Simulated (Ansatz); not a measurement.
The starting structures come from a database of crystals and need not be the phases stable at ambient conditions.

Data:

```
TiO2
1.0
    4.54535     0.00000     0.00000
    0.00000     5.51962     0.00000
    0.00000     0.00000     4.90920
Ti O
4 8
Direct
  0.50000   0.32701   0.75000
  0.50000   0.67299   0.25000
  0.00000   0.17299   0.25000
  0.00000   0.82701   0.75000
  0.27145   0.38172   0.08135
  0.72855   0.61828   0.91865
  0.22855   0.11828   0.58135
  0.77145   0.88172   0.41865
  0.77145   0.11828   0.91865
  0.22855   0.88172   0.08135
  0.72855   0.38172   0.41865
  0.27145   0.61828   0.58135
```

Space group of this cell: Pbcn. The cell is taken as given; by r2SCAN its mean pressure is -1.2 GPa.

All values below come from r2SCAN (plane waves, PAW; Ansatz, a first-principles code).

The current runs along the normal of the first two printed vectors; no spin-orbit coupling. Scaled by the factor s: both lengths across the current (ions clamped). Meshes 8×6×6 and 8×6 across the current in all rows.

```
s     mean pressure (GPa)  band gap (eV)
----  -------------------  -------------
0.98                  9.5           3.10
1.00                 -1.2           2.99
1.02                -10.0              ?
```

Take the slope of the band gap against ln s from the two given rows, extrapolate to s = 1.02, and say what the run there gives.

Slope = (3.10 − 2.99) / ln 0.98 = -5.44 eV. The line gives 2.99 + (-5.44) × ln 1.02 = 2.88 eV. The run gives 2.88 eV, as the line does.
